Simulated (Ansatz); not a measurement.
Base system: BAs in the zinc blende structure (space group F-43m, No. 216; a = 4.7839 Å). Axes: x, y, z lie along the cube axes.

All numbers come from r2SCAN/PAW in Ansatz (a quantum-chemistry and plane-wave program), scalar-relativistic without spin-orbit coupling.

Strains are applied to the cell and any free atomic positions relax.

One change was made to it. Results:

| quantity | base | after |
|---|---|---|
| energy relative to the base (free energy F) | 0 meV/atom | +0.9 meV/atom |
| band gap | 1.38 eV | 1.32 eV |
| smallest direct gap | 3.44 eV | 3.30 eV |

Question: Name the change that was made.
A) tensor shear ε_xy = +1.43 %
B) tensor shear ε_xy = +0.86 %
C) tensor shear ε_xy = +0.57 %
D) tensor shear ε_xy = +0.29 %
E) tensor shear ε_xy = +2.00 %

Answer: C, tensor shear ε_xy = +0.57 %. For comparison, the smallest direct gap in the other runs: tensor shear ε_xy = +0.86 % gives 3.23 eV; tensor shear ε_xy = +0.29 % gives 3.37 eV; tensor shear ε_xy = +2.00 % gives 2.96 eV; tensor shear ε_xy = +1.43 % gives 3.10 eV.

No phonon test of stability was made.
